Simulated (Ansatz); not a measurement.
The reference is Ru in the hcp (Mg type) structure (space group P6_3/mmc, No. 194; a = 2.691 Å, c = 4.249 Å; relaxed with 0.1 eV smearing). Axes: x lies along a and z along c of the hexagonal cell.

Level of theory: Kohn–Sham DFT with the PBEsol functional, run in Ansatz (a first-principles code) with PAW and 420 eV plane waves, without spin-orbit coupling.

For the base:

The pressure is 0.0 GPa.

Now apply this change: compressive biaxial strain of 2.50 % in the plane normal to [001], as in epitaxy on a mismatched substrate; the out-of-plane cell vector and the atoms relax.

Problem. What does the calculation give for the out-of-plane strain after the change?

Solution. The out-of-plane strain is +1.34 %.

Problem. How does this affect the pressure?

Solution. The pressure (mean of the normal stresses, compression positive) goes from zero to 14.2 GPa.

Whether these cells are dynamically stable was not tested. All final runs are without spin polarisation.
